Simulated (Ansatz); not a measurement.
# A constructed model of the (110) surface of bcc Ta, a pseudomorphic layer of Ge in the host's stacking (bottom of the slab: a bare face, its two planes held)

Computed with PBE (plane waves to 420 eV, PAW; Ansatz, an electronic-structure program).

Set-up: 7 atoms, 14.3 Å thick at the start; mesh 14x14x1; 0.1 eV smearing; dipole correction on; 2 atoms held, the rest relaxed; held to the start's symmetry, so lower structures may exist; no spin, no spin-orbit, no U. It is one candidate, not shown to be the stable structure of the face.

- work function of the top face: 5.04 eV
- energy released by relaxation: 0.14 eV
- cost: roughly 4 core-minutes
